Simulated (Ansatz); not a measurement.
Input and output of a self-consistent single point for ZnNi (P4mm, 2 atoms in the cell) (Ansatz, an electronic-structure program).

Level of theory: LDA (PW92), default PAW files made with PBE (plane waves; Ansatz).

The change in words: lattice scaled by 0.98; kpoints.mp_grid.grid: 12 12 10 → 29 29 25. Reference geometry:
```
ZnNi
1.0
    2.71006     0.00000     0.00000
    0.00000     2.71006     0.00000
    0.00000     0.00000     3.19786
Zn Ni
1 1
Direct
  0.50000   0.50000   0.51563
  0.00000   0.00000   0.00000
```

Reference input (self-consistent single point, DFT, LDA (PW92), plane waves, default PAW files made with PBE): basis.ecutwfc = 420 eV; kpoints.mp_grid.grid = 12 12 10; hamiltonian.xc = lda; hamiltonian.pseudopotentials = {kind: paw} (the program's default PAW files); scf.occupations.method = fermi_dirac; scf.occupations.width = 0.1 eV. This run's input differs from it in these lines:

Ansatz 0.2 input:
```diff
@@ -3,5 +3,5 @@
   lattice:
-    - [2.71006300, 0.00000000, 0.00000000]
-    - [0.00000000, 2.71006300, 0.00000000]
-    - [0.00000000, 0.00000000, 3.19786000]
+    - [2.65586200, 0.00000000, 0.00000000]
+    - [0.00000000, 2.65586200, 0.00000000]
+    - [0.00000000, 0.00000000, 3.13390300]
   atoms:
@@ -13,3 +13,3 @@
   mp_grid:
-    grid: [12, 12, 10]
+    grid: [29, 29, 25]
 hamiltonian:
```

Log, with long lists cut:

```
SCF iter   1: F=—  HF=-9020.240542 eV  |F-HF|=—  |Δ(HF+E_count)|=         —  Δρ=2.46e-2  dr2=7.25e-2  ethr=1.77e-3  ⟨swp⟩=5.3  Hψ=133068  notcnv=0
all-band conjugate gradients solve this SCF's bands
preconditioner: auto → none
SCF iter   2: F=—  HF=-9020.231933 eV  |F-HF|=—  |Δ(HF+E_count)|=   8.61e-3  Δρ=1.05e-2  dr2=1.52e-2  ethr=2.42e-4  ⟨swp⟩=2.0  Hψ=47395  notcnv=0  defer=20
SCF iter   3: F=—  HF=-9020.230386 eV  |F-HF|=—  |Δ(HF+E_count)|=   1.55e-3  Δρ=2.08e-3  dr2=4.39e-4  ethr=5.08e-5  ⟨swp⟩=1.4  Hψ=31935  notcnv=0  defer=20
SCF iter   4: F=—  HF=-9020.230185 eV  |F-HF|=—  |Δ(HF+E_count)|=   2.02e-4  Δρ=5.80e-4  dr2=4.19e-5  ethr=1.46e-6  ⟨swp⟩=2.0  Hψ=46819  notcnv=0  defer=20
SCF iter   5: F=—  HF=-9020.230165 eV  |F-HF|=—  |Δ(HF+E_count)|=   1.98e-5  Δρ=1.21e-4  dr2=1.11e-6  ethr=1.40e-7  ⟨swp⟩=2.0  Hψ=40876  notcnv=0  defer=20
SCF iter   6: F=-9020.230164 eV  HF=-9020.230164 eV  |F-HF|=4.10e-9  |Δ(HF+E_count)|=   6.61e-7  Δρ=1.79e-5  dr2=2.37e-8  ethr=3.33e-10  ⟨swp⟩=7.5  Hψ=164441  notcnv=0
SCF 1 converged in 6 iterations: F = -9020.230164 eV  dr2 = 2.37e-8
Free energy (F): -9020.230164 eV
Internal energy: -9020.209859 eV  (E = F + TS)
E sigma→0 (E₀):  -9020.220012 eV
Entropy (-TS):   -0.020305 eV (-10.153 meV/atom)
Fermi energy:    16.359454 eV
--- Forces (eV/Å), atoms counted from 1 ---
  atom   1  Zn     0.00000000     0.00000000    -0.42633661
  atom   2  Ni     0.00000000     0.00000000     0.42636718
--- Stress (GPa, compression-positive) ---
       -0.048168       0.000000       0.000000
        0.000000      -0.048168       0.000000
        0.000000       0.000000       0.878280
  P = ⅓ Tr σ = 0.2606 GPa (2.606 kbar)
  The stress holds the Pulay correction. Without it, at fixed plane waves, as pw.x and ABINIT print it: P = 0.1479 GPa
```

The run converged in 6 iterations. Against the reference run the free energy goes down by 22.4 meV/atom, the pressure goes from -9.82 to 0.26 GPa and the largest force goes from 0.330 to 0.426 eV/Å.

The starting cell comes from a database of computed structures (which also holds hypothetical and non-ambient phases and stackings), without a prior relaxation at this level. Its lattice was rescaled by up to half a per cent. One atom was moved a little off its site on purpose. For this run, on top of that: lattice scaled by 0.98. Spin polarisation is off. Ansatz's pressure includes its estimate of the finite-basis (Pulay) stress.

Cost on one core of a shared machine: roughly 40 s.
